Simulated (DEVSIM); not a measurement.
Device: abrupt Ge n-p junction, at 300 K.

| layer (left to right) | material | thickness (μm) | Nd (cm⁻³) | Na (cm⁻³) | τn (s) | τp (s) |
|---|---|---|---|---|---|---|
| 1 | Ge | 24.0 | 4.1e15 | - | 2.9e-7 | 2.9e-7 |
| 2 | Ge | 9.20 | - | 3.2e15 | 2.9e-7 | 2.9e-7 |

Left contact: ohmic. Right contact: ohmic. Voltage is applied to the left contact. Recombination: SRH at mid-gap. Mobility is constant in doping.

This is a model device: material constants are rounded textbook-type values typed into the input, and sizes, dopings and lifetimes were drawn at random. Values at 300 K.

| parameter | Ge |
|---|---|
| gap (eV) | 0.664 |
| affinity (eV) | 4 |
| permittivity | 16 |
| Nc (cm⁻³) | 1.04e19 |
| Nv (cm⁻³) | 6e18 |
| μn (cm²/Vs) | 3900 |
| μp (cm²/Vs) | 1900 |

Simulated with DEVSIM: 1D drift-diffusion, Boltzmann statistics, complete ionisation; no tunnelling, impact ionisation, image-force lowering or self-heating.

The doping Nd of layer 1 was swept, all else fixed.

```json
[
 {"doping Nd of layer 1 (cm^-3)": "1.2e14", "potential step across the device at zero bias (V)": "0.176", "dark forward voltage at 100 A/cm² (V)": "0.501", "dark forward voltage at 1 A/cm² (V)": "0.126", "largest field in the device at zero bias (V/cm)": "3000"},
 {"doping Nd of layer 1 (cm^-3)": "4.1e14", "potential step across the device at zero bias (V)": "0.207", "dark forward voltage at 100 A/cm² (V)": "0.427", "dark forward voltage at 1 A/cm² (V)": "0.138", "largest field in the device at zero bias (V/cm)": "4000"},
 {"doping Nd of layer 1 (cm^-3)": "1.2e15", "potential step across the device at zero bias (V)": "0.235", "dark forward voltage at 100 A/cm² (V)": "0.384", "dark forward voltage at 1 A/cm² (V)": "0.147", "largest field in the device at zero bias (V/cm)": "6100"},
 {"doping Nd of layer 1 (cm^-3)": "4.1e15", "potential step across the device at zero bias (V)": "0.267", "dark forward voltage at 100 A/cm² (V)": "0.343", "dark forward voltage at 1 A/cm² (V)": "0.153", "largest field in the device at zero bias (V/cm)": "9400"},
 {"doping Nd of layer 1 (cm^-3)": "1.2e16", "potential step across the device at zero bias (V)": "0.294", "dark forward voltage at 100 A/cm² (V)": "0.317", "dark forward voltage at 1 A/cm² (V)": "0.155", "largest field in the device at zero bias (V/cm)": "12000"},
 {"doping Nd of layer 1 (cm^-3)": "4.1e16", "potential step across the device at zero bias (V)": "0.326", "dark forward voltage at 100 A/cm² (V)": "0.298", "dark forward voltage at 1 A/cm² (V)": "0.155", "largest field in the device at zero bias (V/cm)": "15000"},
 {"doping Nd of layer 1 (cm^-3)": "1.2e17", "potential step across the device at zero bias (V)": "0.354", "dark forward voltage at 100 A/cm² (V)": "0.292", "dark forward voltage at 1 A/cm² (V)": "0.155", "largest field in the device at zero bias (V/cm)": "20000"}
]
```

From the first row to the last the potential step across the device at zero bias goes from 0.176 to 0.354. From the first row to the last the dark forward voltage at 100 A/cm² goes from 0.501 to 0.292.
